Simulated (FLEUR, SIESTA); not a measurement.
A FLEUR input for a self-consistent single point of Ni3Pb2Se2 (R-3m, 7 atoms in the cell) (DFT, PBEsol, all-electron FLAPW (FLEUR), scalar-relativistic valence):

Input of the input generator:

```
scf Ni3(PbSe)2
&input film=f /
2.8563499064 1.6491141624 4.8434830766
-2.8563499064 1.6491141624 4.8434830766
-0.0000000000 -3.2982289997 4.8434828468
1.8897261246
1.0 1.0 1.0

7
28 0.0000000000 0.0000000000 0.5000000000
28 0.5000000000 0.0000000000 0.0000000000
28 0.0000000000 0.5000000000 0.0000000000
82 0.0000000000 0.0000000000 0.0000000000
82 0.5000000000 0.5000000000 0.5000000000
34 0.7226370000 0.7226370000 0.7226370000
34 0.2773630000 0.2773630000 0.2773630000

&comp jspins=1 /
&exco xctyp='PBEs' /
&kpt div1=4 div2=4 div3=4 gamma=t /
&end /
```

```xml
<?xml version="1.0" encoding="UTF-8" standalone="no"?>
<fleurInput fleurInputVersion="0.39">
   <comment>
      scf Ni3(PbSe)2                                                                                      
   </comment>
   <calculationSetup>
      <cutoffs Kmax="4.0" Gmax="12.0" GmaxXC="12.0" numbands="0"/>
      <scfLoop itmax="80" minDistance="0.00001" maxIterBroyd="40" imix="Anderson" alpha="0.05" precondParam="0.0" spinf="2.0"/>
      <coreElectrons ctail="T" frcor="F" kcrel="0" coretail_lmax="0"/>
      <xcFunctional name="PBEs" relativisticCorrections="F"/>
      <magnetism jspins="1"/>
      <soc l_soc="F" theta="0.0" phi="0.0" spav="F"/>
      <expertModes spex="0" secvar="F"/>
      <geometryOptimization l_f="T" forcealpha="1.0" forcemix="BFGS" epsdisp="0.00001" epsforce="0.00001"/>
      <ldaU l_linMix="F" mixParam="0.05" spinf="1.0"/>
   </calculationSetup>
   <cell>
      <bzIntegration valenceElectrons="108.0" mode="gauss" fermiSmearingEnergy="0.00367493">
         <kPointListSelection listName="default-1"/>
         <!-- k-points included here -->
         <xi:include xmlns:xi="http://www.w3.org/2001/XInclude" href="kpts.xml"> </xi:include>
      </bzIntegration>
      <!-- symmetry operations included here -->
      <xi:include xmlns:xi="http://www.w3.org/2001/XInclude" href="sym.xml"> </xi:include>
      <bulkLattice scale="1.0">
         <bravaisMatrix>
            <row-1>    5.3977190391228449     3.1163741151351272     9.1528565039090033</row-1>
            <row-2>   -5.3977190391228449     3.1163741151351272     9.1528565039090033</row-2>
            <row-3>    0.0000000000000000    -6.2327495056464155     9.1528560696499390</row-3>
         </bravaisMatrix>
      </bulkLattice>
   </cell>
   <atomSpecies>
      <species name="Nickel (Ni)" element="Ni" atomicNumber="28">
         <mtSphere radius="2.03" gridPoints="701" logIncrement="0.017"/>
         <atomicCutoffs lmax="8" lnonsphr="6"/>
         <electronConfig flipSpins="F">
            <coreConfig>(1s1/2) (2s1/2) (2p1/2) (2p3/2) (3s1/2)</coreConfig>
            <valenceConfig>(3p1/2) (3p3/2) (4s1/2) (3d3/2) (3d5/2)</valenceConfig>
            <stateOccupation state="(3d3/2)" spinUp="1.6" spinDown="1.6"/>
            <stateOccupation state="(3d5/2)" spinUp="2.4" spinDown="2.4"/>
         </electronConfig>
         <energyParameters s="4" p="4" d="3" f="4"/>
         <lo type="SCLO" l="1" n="3" eDeriv="0"/>
      </species>
      <species name="Lead (Pb)" element="Pb" atomicNumber="82">
         <mtSphere radius="2.68" gridPoints="925" logIncrement="0.015"/>
         <atomicCutoffs lmax="10" lnonsphr="8"/>
         <electronConfig flipSpins="F">
            <coreConfig>(1s1/2) (2s1/2) (2p1/2) (2p3/2) (3s1/2) (3p1/2) (3p3/2) (4s1/2) (3d3/2) (3d5/2) (4p1/2) (4p3/2) (5s1/2) (4d3/2) (4d5/2) (4f5/2) (4f7/2) (5p1/2) (5p3/2)</coreConfig>
            <valenceConfig>(6s1/2) (5d3/2) (5d5/2) (6p1/2) (6p3/2)</valenceConfig>
            <stateOccupation state="(6p1/2)" spinUp="0.3333333333333" spinDown="0.3333333333333"/>
            <stateOccupation state="(6p3/2)" spinUp="0.6666666666667" spinDown="0.6666666666667"/>
         </electronConfig>
         <energyParameters s="6" p="6" d="6" f="5"/>
         <lo type="SCLO" l="2" n="5" eDeriv="0"/>
      </species>
      <species name="Selenium (Se)" element="Se" atomicNumber="34">
         <mtSphere radius="2.03" gridPoints="701" logIncrement="0.018"/>
         <atomicCutoffs lmax="8" lnonsphr="6"/>
         <electronConfig flipSpins="F">
            <coreConfig>(1s1/2) (2s1/2) (2p1/2) (2p3/2) (3s1/2) (3p1/2) (3p3/2)</coreConfig>
            <valenceConfig>(4s1/2) (3d3/2) (3d5/2) (4p1/2) (4p3/2)</valenceConfig>
            <stateOccupation state="(4p1/2)" spinUp="0.6666666666667" spinDown="0.6666666666667"/>
            <stateOccupation state="(4p3/2)" spinUp="1.3333333333333" spinDown="1.3333333333333"/>
         </electronConfig>
         <energyParameters s="4" p="4" d="3" f="4"/>
      </species>
   </atomSpecies>
   <atomGroups>
      <atomGroup species="Nickel (Ni)">
         <relPos label="                   1">.0000000000 .0000000000 1.000/2.000</relPos>
         <relPos label="                   2">1.000/2.000 .0000000000 .0000000000</relPos>
         <relPos label="                   3">.0000000000 1.000/2.000 .0000000000</relPos>
         <force calculate="T" relaxXYZ="TTT"/>
      </atomGroup>
      <atomGroup species="Lead (Pb)">
         <relPos label="                   4">.0000000000 .0000000000 .0000000000</relPos>
         <force calculate="T" relaxXYZ="TTT"/>
      </atomGroup>
      <atomGroup species="Lead (Pb)">
         <relPos label="                   5">1.000/2.000 1.000/2.000 1.000/2.000</relPos>
         <force calculate="T" relaxXYZ="TTT"/>
      </atomGroup>
      <atomGroup species="Selenium (Se)">
         <relPos label="                   6">-.2773630000 -.2773630000 -.2773630000</relPos>
         <relPos label="                   7">.2773630000 .2773630000 .2773630000</relPos>
         <force calculate="T" relaxXYZ="TTT"/>
      </atomGroup>
   </atomGroups>
   <output dos="F" band="F" slice="F">
      <checks vchk="F" cdinf="F"/>
      <bandDOS minEnergy="-.5*Htr" maxEnergy="0.5*Htr" sigma="0.015" storeEVData="T"/>
      <vacuumDOS vacdos="F" integ="F" star="F" nstars="0" locx1="0.0" locy1="0.0" locx2="0.0" locy2="0.0" nstm="0" tworkf="0.0"/>
      <unfoldingBand unfoldBand="F" supercellX="1" supercellY="1" supercellZ="1"/>
      <plotting iplot="0" polar="F">
         <plot TwoD="T" vec1="  1.0  0.0  0.0" vec2="  0.0  1.0  0.0" vec3="  0.0  0.0  1.0" zero="  0.0  0.0  0.0" file="plot"/>
      </plotting>
      <chargeDensitySlicing numkpt="0" minEigenval="0.0" maxEigenval="0.0" nnne="0" pallst="F"/>
      <specialOutput eonly="F"/>
      <magneticCircularDichroism mcd="F" energyLo="-10.0" energyUp="0.0"/>
   </output>
  <!-- We include the file relax.xml here to enable relaxations (see documentation) -->
  <xi:include xmlns:xi="http://www.w3.org/2001/XInclude" href="relax.xml"> <xi:fallback/> </xi:include>
</fleurInput>
```

Write the same calculation as an input for SIESTA.

One input that does it (others would too):

```
# files in the folder: Ni.psml Pb.psml Se.psml (PseudoDojo PBEsol standard)
SystemName  Ni3(PbSe)2
SystemLabel siesta

NumberOfAtoms                7
NumberOfSpecies              3
%block ChemicalSpeciesLabel
  1 28 Ni
  2 82 Pb
  3 34 Se
%endblock ChemicalSpeciesLabel
LatticeConstant              5.859833 Ang
%block LatticeVectors
     0.487445632    0.281426792    0.826556491
    -0.487445632    0.281426792    0.826556491
     0.000000000   -0.562853754    0.826556491
%endblock LatticeVectors
AtomicCoordinatesFormat      Ang
%block AtomicCoordinatesAndAtomicSpecies
     0.000000000   -1.649114500    2.421741500  1
     1.428175000    0.824557000    2.421741500  1
    -1.428175000    0.824557000    2.421741500  1
     0.000000000    0.000000000    0.000000000  2
     0.000000000   -0.000000500    7.265224500  2
     0.000000000   -0.000000723   10.500240074  3
     0.000000000   -0.000000277    4.030208926  3
%endblock AtomicCoordinatesAndAtomicSpecies

XC.functional                GGA
XC.authors                   PBEsol
PAO.BasisSize                DZP
PAO.EnergyShift              0.005 Ry
MeshCutoff                   400 Ry
%block kgrid.MonkhorstPack
    4   0   0  0.0
    0   4   0  0.0
    0   0   4  0.0
%endblock kgrid.MonkhorstPack
OccupationFunction           MP
OccupationMPOrder            0
ElectronicTemperature        1160.45 K

MaxSCFIterations             150
SCF.Mixer.Method             Pulay
SCF.Mixer.Weight             0.25
SCF.Mixer.History            6
SCF.DM.Tolerance             1.0E-04
Diag.ParallelOverK           true
WriteForces                  true
```

Basis, cutoffs, solver keys and any potentials are the target program's own. This input uses DFT, GGA PBEsol, numerical atomic orbitals DZP, PseudoDojo PBEsol standard norm-conserving potentials (rewritten from UPF to PSML).

The starting cell comes from a database of computed structures (which also holds hypothetical and non-ambient phases and stackings), without a prior relaxation at this level.
